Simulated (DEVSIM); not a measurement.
Structure: Ge n-i-p diode, at 300 K.

```tsv
layer (left to right)	material	thickness (μm)	Nd (cm⁻³)	Na (cm⁻³)	τn (s)	τp (s)
1	Ge	1.90	4.6e17	-	0.00022	0.00022
2	Ge	0.320	-	3.4e13	0.00022	0.00022
3	Ge	0.240	-	2.8e17	0.00022	0.00022
```

Left contact: ohmic. Right contact: ohmic. Voltage is applied to the left contact. Recombination: SRH at mid-gap, radiative. Mobility is μmin + (μ − μmin)/(1 + (N/Nref)^α).

Constants are typed, rounded textbook-type inputs, not results; the design itself was drawn at random and stands for no fabricated device. Values at 300 K.

```csv
parameter,Ge
gap (eV),0.664
affinity (eV),4
permittivity,16
Nc (cm⁻³),1.04e19
Nv (cm⁻³),6e18
μn (cm²/Vs),3900
μp (cm²/Vs),1900
"μn,min",150
"μp,min",100
"Nref,n",2.6e17
"Nref,p",4e17
αn,0.56
αp,0.6
B (cm³/s),6.4e-14
```

Simulated with DEVSIM: 1D drift-diffusion, Boltzmann statistics, complete ionisation; no tunnelling, impact ionisation, image-force lowering or self-heating.

Problem. Tabulate band edges, carrier densities and field at zero bias.

Solution. Energies count from the Fermi level of the right contact; mesh points crowd at the junctions.

| x (μm) | Ec (eV) | Ev (eV) | n (cm⁻³) | p (cm⁻³) | field (V/cm) |
|---|---|---|---|---|---|
| 0.000 | 0.081 | -0.583 | 4.6e17 | 9.5e8 | ≈ 0 |
| 0.02381 | 0.081 | -0.583 | 4.6e17 | 9.5e8 | ≈ 0 |
| 0.07064 | 0.081 | -0.583 | 4.6e17 | 9.5e8 | ≈ 0 |
| 0.1703 | 0.081 | -0.583 | 4.6e17 | 9.5e8 | ≈ 0 |
| 0.4619 | 0.081 | -0.583 | 4.6e17 | 9.5e8 | ≈ 0 |
| 0.9320 | 0.081 | -0.583 | 4.6e17 | 9.5e8 | ≈ 0 |
| 1.409 | 0.081 | -0.583 | 4.6e17 | 9.5e8 | ≈ 0 |
| 1.718 | 0.081 | -0.583 | 4.6e17 | 9.5e8 | ≈ 0 |
| 1.819 | 0.081 | -0.583 | 4.6e17 | 9.5e8 | ≈ 0 |
| 1.871 | 0.081 | -0.583 | 4.5e17 | 9.7e8 | 810 |
| 1.899 | 0.104 | -0.560 | 1.9e17 | 2.4e9 | 29000 |
| 1.930 | 0.171 | -0.493 | 1.4e16 | 3.2e10 | 15000 |
| 1.977 | 0.234 | -0.430 | 1.2e15 | 3.7e11 | 13000 |
| 2.060 | 0.337 | -0.327 | 2.3e13 | 1.9e13 | 12000 |
| 2.163 | 0.465 | -0.199 | 1.6e11 | 2.7e15 | 13000 |
| 2.201 | 0.519 | -0.145 | 2.0e10 | 2.2e16 | 17000 |
| 2.222 | 0.562 | -0.102 | 3.7e9 | 1.2e17 | 22000 |
| 2.248 | 0.583 | -0.081 | 1.7e9 | 2.6e17 | 1700 |
| 2.312 | 0.585 | -0.079 | 1.6e9 | 2.8e17 | ≈ 0 |
| 2.382 | 0.585 | -0.079 | 1.6e9 | 2.8e17 | ≈ 0 |
| 2.428 | 0.585 | -0.079 | 1.6e9 | 2.8e17 | ≈ 0 |
| 2.460 | 0.585 | -0.079 | 1.6e9 | 2.8e17 | ≈ 0 |
